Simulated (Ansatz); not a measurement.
An ideal cubic perovskite cell is held by its symmetry; such compounds can tilt or shift off centre at room temperature. The starting structures come from a database of crystals and need not be the phases stable at ambient conditions.

 Where the default PAW files enter, the runs use the earlier of Ansatz's two default sets.

Inside the gap of an insulator the Bloch states are evanescent, with a wavenumber k + iκ along the transport direction.

Here is the system:

```yaml
crystal:
  lattice:
    - [8.25761, 0.00000, 0.00000]
    - [-4.12880, 7.15130, 0.00000]
    - [4.12880, 2.38377, 3.37115]
  atoms:
    - { symbol: Cs, position: [0.00000, 0.00000, 0.00000] }
    - { symbol: Sn, position: [0.00000, 0.50000, 0.50000] }
    - { symbol: Br, position: [0.50000, 0.00000, 0.00000] }
    - { symbol: Br, position: [0.50000, 0.50000, 0.00000] }
    - { symbol: Br, position: [0.00000, 0.50000, 0.00000] }
```

Space group of this cell: Pm-3m, cubic perovskite. The cell is taken as given; by PBEsol its mean pressure is -0.8 GPa.

Transport runs along the normal of the first two printed cell vectors, the (111) plane of the conventional cell.

No gap correction and no spin-orbit coupling; mid-gap values are interpolated between computed energies.

### Question
State the band gap and the smallest decay constant κ at mid-gap according to PBEsol (Ansatz, a first-principles code).

### Answer
Gap 0.43 eV on a 10×10×10 mesh; κ = 0.035 1/Å, at the zone centre.
